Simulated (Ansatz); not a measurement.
PbS: response to strain

Consider PbS in the rock salt structure (space group Fm-3m, No. 225; a = 5.845 Å). Axes: x, y, z lie along the cube axes.

Strains are applied to the cell and any free atomic positions relax.

Level of theory: LDA, PAW, 420 eV (Ansatz, an electronic-structure program; spin-orbit coupling left out).

Notes on the quantities. energy relative to the base: free energy F.

| change | volume per atom | energy relative to the base |
|---|---|---|
| base | 24.96 Å³ | 0 meV/atom |
| tensor shear ε_xy = +0.57 % | 24.96 Å³ | +0.2 meV/atom |
| tensor shear ε_xy = +1.14 % | 24.96 Å³ | +0.8 meV/atom |
| tensor shear ε_xy = +2.00 % | 24.95 Å³ | +2.4 meV/atom |
| tensor shear ε_xy = +1.71 % | 24.95 Å³ | +1.8 meV/atom |
| tensor shear ε_xy = +0.29 % | 24.96 Å³ | +0.1 meV/atom |
| tensor shear ε_xy = +1.43 % | 24.96 Å³ | +1.2 meV/atom |
| tensor shear ε_xy = +0.86 % | 24.96 Å³ | +0.4 meV/atom |

A case with no gap was solved on a k-mesh chosen for an insulator, which is coarse for it. Whether these cells are dynamically stable was not tested. All final runs are without spin polarisation.
